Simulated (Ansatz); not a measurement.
Take Cd in the hcp (Mg type) structure (space group P6_3/mmc, No. 194; a = 3.029 Å, c = 5.759 Å; relaxed with 0.1 eV smearing) as the base. Axes: x lies along a and z along c of the hexagonal cell.

All numbers come from PBE (Ansatz, a program for electronic structure), no spin-orbit coupling.

Before the change:

- Volume per atom = 22.89 Å³
- Pressure = 0.0 GPa

The change: biaxial strain −3.00 %, plane normal [001], relaxed out of plane (Cartesian); in-plane vectors clamped, the third vector and the atoms free.

**Question.** What does the calculation give for the volume per atom and pressure after the change?

**Answer.** The volume per atom drops by 0.32 Å³ to 22.57 Å³; the pressure (mean of the normal stresses, compression positive) goes from zero to 2.1 GPa.

No phonon test of stability was made.
